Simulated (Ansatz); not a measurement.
Ge2Sb2Te5, pressure series

Consider Ge2Sb2Te5 (space group P-3m1, No. 164).

```yaml
crystal:
  lattice:
    - [4.22357, 0.00000, 0.00000]
    - [-2.11179, 3.65772, 0.00000]
    - [0.00000, 0.00000, 16.87175]
  atoms:
    - { symbol: Te, position: [0.00000, 0.00000, 0.00000] }
    - { symbol: Ge, position: [0.66667, 0.33333, 0.10036] }
    - { symbol: Ge, position: [0.33333, 0.66667, 0.89964] }
    - { symbol: Te, position: [0.33333, 0.66667, 0.19856] }
    - { symbol: Te, position: [0.66667, 0.33333, 0.80144] }
    - { symbol: Sb, position: [0.00000, 0.00000, 0.31709] }
    - { symbol: Sb, position: [0.00000, 0.00000, 0.68291] }
    - { symbol: Te, position: [0.66667, 0.33333, 0.41911] }
    - { symbol: Te, position: [0.33333, 0.66667, 0.58089] }
```

Cell and atoms are relaxed at each pressure.

Calculations: PBEsol, PAW, 420 eV (Ansatz, an electronic-structure program; no spin-orbit coupling), earlier PAW set.

Notes on the quantities. enthalpy: H = E + PV relative to the base's energy.

```
variant            band gap  volume per atom       enthalpy
-----------------  --------  ---------------  -------------
base                0.14 eV         28.96 Å³              –
pressure −1 GPa     0.33 eV         29.92 Å³  -0.18 eV/atom
pressure 0.9 GPa       zero         28.38 Å³  +0.16 eV/atom
pressure 2.1 GPa       zero         27.75 Å³  +0.37 eV/atom
pressure 4.5 GPa       zero         26.71 Å³  +0.78 eV/atom
pressure 9 GPa         zero         25.15 Å³  +1.51 eV/atom
pressure 15 GPa        zero         23.60 Å³  +2.42 eV/atom
pressure 22.5 GPa      zero         21.89 Å³  +3.48 eV/atom
pressure 30 GPa        zero         20.39 Å³  +4.47 eV/atom
```

The mesh was chosen for an insulator and is coarse for the gapless case. From pressure 30 GPa on, the axis ratios lie over 15 % from the base's, so the cell there is far from its starting form. With Sb and Te present, leaving out spin-orbit coupling can change the band edges. Load acts through the strain it causes; cell and atoms are relaxed under it. Stability against distortions was not tested. No other phases were tried under pressure. The final runs are not spin-polarised. Gaps under 0.05 eV, about the width of the smearing, are given as zero. A zero or small gap of Ge2Sb2Te5 can be the functional's error rather than a property of the material.
